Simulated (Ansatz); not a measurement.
SiC3 (model structure, P-4m2, No. 115, 4 atoms in the cell) was calculated with PBEsol (PAW; Ansatz, a first-principles code).

Numerical settings: plane-wave cutoff 520 eV, 12×12×8 k mesh (along the axes of the cell as run), Fermi–Dirac smearing 0.01 eV, scalar-relativistic PAW data made under PBE.

Cell (relaxed with PBEsol):

```
CELL_PARAMETERS angstrom
      2.78302     0.00000     0.00000
      0.00000     2.78302     0.00000
      0.00000     0.00000     4.09694
ATOMIC_POSITIONS crystal
  C  0.00000 0.00000 0.00000
  C  0.00000 0.50000 0.78940
  Si 0.50000 0.50000 0.50000
  C  0.50000 0.00000 0.21060
```

**Question.** Predict the band gap and smallest direct gap on the k points sampled.

**Answer.** 
- band gap = 1.15 eV (indirect)
- smallest direct gap on the k points sampled = 1.64 eV

Note: the relaxation could raise the start's symmetry but not lower it, so the cell can be a saddle point.

Computed values are for the static lattice.

Cost on a shared machine: around 11 core-seconds (rough).

A model structure was made by putting elements into a prototype or built by hand; it is no filed structure, need not be a known phase, and can be a saddle point held by its symmetry.
